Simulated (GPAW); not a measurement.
GPAW run on Cr3SnN (Pm-3m, 5 atoms in the cell): self-consistent single point.

Level of theory: PBEsol, GPAW PAW datasets PBEsol (made by gpaw-setup) (plane waves; GPAW).

The change in words: lattice scaled by 0.98. Reference geometry:
```
Cr3SnN
1.0
    3.93689     0.00000     0.00000
    0.00000     3.93689     0.00000
    0.00000     0.00000     3.93689
Cr Sn N
3 1 1
Cartesian
  1.96845   0.00000   1.96845
  0.00000   1.96845   1.96845
  1.96845   1.96845   0.00000
  0.00000   0.00000   0.00000
  1.96845   1.96845   1.96845
```
Moments meant for the start (each program seeds them in its own way; μB, in the order of the atoms Cr Cr Cr Sn N): 3.0 3.0 3.0 0.0 0.0.

Reference input (self-consistent single point, DFT PBEsol, plane waves, GPAW PAW datasets PBEsol (made by gpaw-setup)): spinpol = true; mode = pw; ecut = 950 eV; xc = PBEsol; kpts = 7 7 7; mesh shift (steps) = 0 0 0; occupations.name = methfessel-paxton; occupations.width = 0.1 eV; occupations.order = 0; nbands = -13; convergence.density = 1e-05 e/electron; symmetry.symmorphic = false. This run's input differs from it in these lines:

```diff
@@ -5,5 +5,5 @@
 atoms = Atoms(['Cr', 'Cr', 'Cr', 'Sn', 'N'],
-              cell=[[3.936890, 0.000000, 0.000000],
-                    [0.000000, 3.936890, 0.000000],
-                    [0.000000, 0.000000, 3.936890]],
+              cell=[[3.858152, 0.000000, 0.000000],
+                    [0.000000, 3.858152, 0.000000],
+                    [0.000000, 0.000000, 3.858152]],
               scaled_positions=[[0.500000, 0.000000, 0.500000],
```

Output, abridged:

```
     iter     time        total  log10-change:  magmom
                         energy   eigst   dens
iter:   1 --:--:--   -45.177802                   +8.9764
iter:   2 --:--:--   -45.308299   -1.20  -1.26    +6.6460
iter:   3 --:--:--   -44.359163   -1.27  -1.34    +4.3950
iter:   4 --:--:--   -44.361786   -2.07  -1.61    +3.9738
iter:   5 --:--:--   -44.409087   -1.92  -1.66    +3.3434
   [... 5 lines left out ...]
iter:  11 --:--:--   -44.502383   -2.89  -2.45    +1.2178
iter:  12 --:--:--   -44.315246   -2.06  -2.14    +4.4386
iter:  13 --:--:--   -44.515263   -1.62  -2.44    -0.9817
   [... lines left out ...]
iter:  37 --:--:--   -44.483063c  -7.43c -3.90    +0.0011
iter:  38 --:--:--   -44.483044c  -7.08  -3.96    +0.0012
iter:  39 --:--:--   -44.483040c  -7.71c -4.16    +0.0007
iter:  40 --:--:--   -44.483042c  -7.67c -4.22    +0.0003
iter:  41 --:--:--   -44.483043c  -7.72c -4.30    -0.0002
iter:  42 --:--:--   -44.483043c  -8.51c -4.46    -0.0002
iter:  43 --:--:--   -44.483041c  -7.79c -4.55    -0.0002
iter:  44 --:--:--   -44.483041c  -8.76c -4.82    -0.0002
iter:  45 --:--:--   -44.483040c  -9.18c -4.87    -0.0001
iter:  46 --:--:--   -44.483040c  -9.20c -4.93    -0.0001
iter:  47 --:--:--   -44.483041c  -9.74c -5.10c   -0.0001
Converged after 47 iterations.

Dipole moment: (0.000000, 0.000000, 0.000000) |e|*Ang

Total magnetic moment: (0.000000, 0.000000, -0.000059)
Local magnetic moments:
   0 Cr ( 0.000000,  0.000000, -0.000019)
   1 Cr ( 0.000000,  0.000000, -0.000019)
   2 Cr ( 0.000000,  0.000000, -0.000019)
   3 Sn ( 0.000000,  0.000000,  0.000001)
   4 N  ( 0.000000,  0.000000,  0.000000)

Energy contributions relative to reference atoms: (reference = -255071.245769)

Kinetic:        -13.943669
Potential:       +2.481986
External:        +0.000000
XC:             -33.804599
Entropy (-ST):   -0.032226
Local:           +0.799354
SIC:             +0.000000
--------------------------
Free energy:    -44.499154
Extrapolated:   -44.483041

Spin contamination: 0.000002 electrons
Showing only first 2 kpts
                      Up                     Down
   [... lines left out ...]
Fermi level: 12.02529
No gap
   [... lines left out ...]
Energy (eV): -44.483041

Forces in eV/Ang:
  0 Cr    0.00000   -0.00000    0.00000
  1 Cr    0.00000    0.00000    0.00000
  2 Cr    0.00000    0.00000    0.00000
  3 Sn   -0.00000    0.00000   -0.00000
  4 N     0.00000   -0.00000    0.00000

Stress tensor:
    -0.034680     0.000000     0.000000
     0.000000    -0.034680     0.000000
     0.000000     0.000000    -0.034680
Stress (GPa, Voigt): [-5.5564 -5.5564 -5.5564  0.      0.      0.    ]
```

The run converged in 47 iterations. GPAW prints stress with tension positive. Against the reference run the free energy goes down by 9.0 meV/atom.

At such cutoffs GPAW's stress carries a finite-basis (Pulay) error, which enters relaxed cells too; its log prints stress with tension positive.

The starting cell comes from a database of computed structures (which also holds hypothetical and non-ambient phases and stackings), without a prior relaxation at this level. For this run, on top of that: lattice scaled by 0.98. The starting moments vanished: the run ended non-magnetic, which need not be the lowest state.

Cost on one core of a shared machine: roughly 3 min.
